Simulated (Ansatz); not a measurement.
A relaxation of the atoms of Tl2Pd (P1, 6 atoms in the cell) with Ansatz (a first-principles code).

Method of the run: LDA (PW92), default PAW files made with PBE (plane waves; Ansatz).

The change in words: one atom moved by 0.15 angstrom; relax: default → atoms; relax.f_tol: default → 0.001 eV/Å. Reference geometry:
```
Tl2Pd
1.0
    4.43625    -3.39313     0.00000
    4.43625     3.39313     0.00000
   -3.74448     0.00000     4.43832
Tl Pd
4 2
Direct
  0.49999   0.83217   0.16644
  0.50001   0.16783   0.83356
  0.16783   0.50001   0.33356
  0.83217   0.49999   0.66644
  0.00080   0.99920   0.25000
  0.99920   0.00080   0.75000
```

Reference input (self-consistent single point, DFT, LDA (PW92), plane waves, default PAW files made with PBE): basis.ecutwfc = 30.9 Ry; kpoints.mp_grid.grid = 4 4 5; hamiltonian.xc = lda; hamiltonian.pseudopotentials = {kind: paw} (the program's default PAW files); scf.occupations.method = fermi_dirac; scf.occupations.width = 0.0073 Ry. This run's input differs from it in these lines:

```diff
@@ -7,3 +7,3 @@
   atoms:
-    - { symbol: Tl, position_ang: [5.286560, 1.127130, 0.738715] }
+    - { symbol: Tl, position_ang: [5.286556, 1.127130, 0.888717] }
     - { symbol: Tl, position_ang: [-0.158545, -1.127130, 3.699610] }
@@ -22,2 +22,4 @@
   occupations: { method: fermi_dirac, width: 0.0073 Ry }
+relax:
+  f_tol: 0.001
 output:
```

Output, abridged:

```
   [... SCF lines of the steps left out ...]
relax step   1: F+E_penalty+E_count = -58276.46595808 eV  Δ(F+E_penalty+E_count) = +0.000e0 eV  max|allowed force component| = 4.471e-1 eV/Å  Δτ_max = 0.0000 Å  (7 SCF iters, dr2 threshold 1.00e-7 eV, accepted)
relax step   2: F+E_penalty+E_count = -58276.49682253 eV  Δ(F+E_penalty+E_count) = -3.086e-2 eV  max|allowed force component| = 8.923e-2 eV/Å  Δτ_max = 0.1221 Å  (6 SCF iters, dr2 threshold 1.25e-5 eV, accepted)
relax step   3: F+E_penalty+E_count = -58276.49968621 eV  Δ(F+E_penalty+E_count) = -2.864e-3 eV  max|allowed force component| = 2.488e-2 eV/Å  Δτ_max = 0.0273 Å  (6 SCF iters, dr2 threshold 4.98e-7 eV, accepted)
relax step   4: F+E_penalty+E_count = -58276.50014514 eV  Δ(F+E_penalty+E_count) = -4.589e-4 eV  max|allowed force component| = 3.443e-3 eV/Å  Δτ_max = 0.0147 Å  (6 SCF iters, dr2 threshold 3.87e-8 eV, accepted)
relax step   5: F+E_penalty+E_count = -58276.50015996 eV  Δ(F+E_penalty+E_count) = -1.481e-5 eV  max|allowed force component| = 1.422e-4 eV/Å  Δτ_max = 0.0021 Å  (6 SCF iters, accepted)
Free energy (F): -58276.500160 eV
Internal energy: -58276.396937 eV  (E = F + TS)
E sigma→0 (E₀):  -58276.448548 eV
Entropy (-TS):   -0.103223 eV (-17.204 meV/atom)
Fermi energy:    13.250708 eV
--- Forces (eV/Å), atoms counted from 1 ---
  atom   1  Tl     0.00005847    -0.00007100    -0.00003303
  atom   2  Tl    -0.00008818     0.00009748     0.00001299
  atom   3  Tl     0.00004081    -0.00014242    -0.00013566
  atom   4  Tl     0.00004293     0.00012152    -0.00000437
  atom   5  Pd     0.00004445    -0.00009448     0.00012854
  atom   6  Pd    -0.00009480     0.00008775     0.00002943
--- Stress (GPa, compression-positive) ---
       -4.517277      -0.000033      -0.014401
       -0.000033      -4.478009       0.000036
       -0.014401       0.000036      -4.086885
  P = ⅓ Tr σ = -4.3607 GPa (-43.607 kbar)
   [... lines left out ...]
    - { symbol: Tl, position: [0.16362182335156208, 0.5021126805116242, 0.33593643672953716] }
    - { symbol: Tl, position: [0.8411340423775957, 0.5026425718564125, 0.6753441379959592] }
    - { symbol: Pd, position: [0.003376685456674397, 1.0013538840503673, 0.25561420915105665] }
    - { symbol: Pd, position: [1.0013751179363544, 0.0033976709418162, 0.7556358591225875] }
```

The run converged.  The full log also holds: “iter 5 did not close the SCF: its close was put off for the readings that it lacked (scf_convergence_deferred on its scf_iter line)”.

Summary of the result:
| Item | Value |
|---|---|
| Free energy E − TS (on the zero of these files) | -58276.5002 eV |
| Fermi level (on the code's own zero) | 13.25 eV |
| Pressure | -4.36 GPa |
| Relaxation steps | 5 |

The starting cell comes from a database of computed structures (which also holds hypothetical and non-ambient phases and stackings), without a prior relaxation at this level. Its lattice was rescaled by up to half a per cent. For this run, on top of that: one atom moved by 0.15 angstrom. Spin polarisation is off. Ansatz's pressure includes its estimate of the finite-basis (Pulay) stress.

Cost on one core of a shared machine: roughly 2 min.

Keys are those of Ansatz 0.2.
